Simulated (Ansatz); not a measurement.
Consider BN (space group P6_3/mmc, No. 194; a = 2.5064 Å, c = 6.6147 Å; layered, stacked along the Cartesian z axis).

The values are results of PBE-D3(BJ) (Ansatz, a program for electronic structure), no spin-orbit coupling, not measurements.

Base values:

```
Quantity                        Value
----------------------------  -------
Gap between the host's bands  4.24 eV
```

The change: 0.0720 holes added to each cell, a density of 2.0×10^21 cm⁻³, with a uniform compensating background at fixed cell and a 300 K Fermi–Dirac width.

### Question
What happens to the Fermi level from band edge?

### Answer
The Fermi level relative to the doped band's edge (positive inside the band; to 0.05 eV) is +0.05 eV.

### Question
What happens to the gap between the host's bands?

### Answer
The gap between the host's bands grows by 0.07 eV (4.24 eV → 4.31 eV).

Carriers are added with a uniform compensating background; total energy and stress of such cells depend on the potential's zero and are not compared; many-body gap narrowing is missing at this level. No phonon test of stability was made.
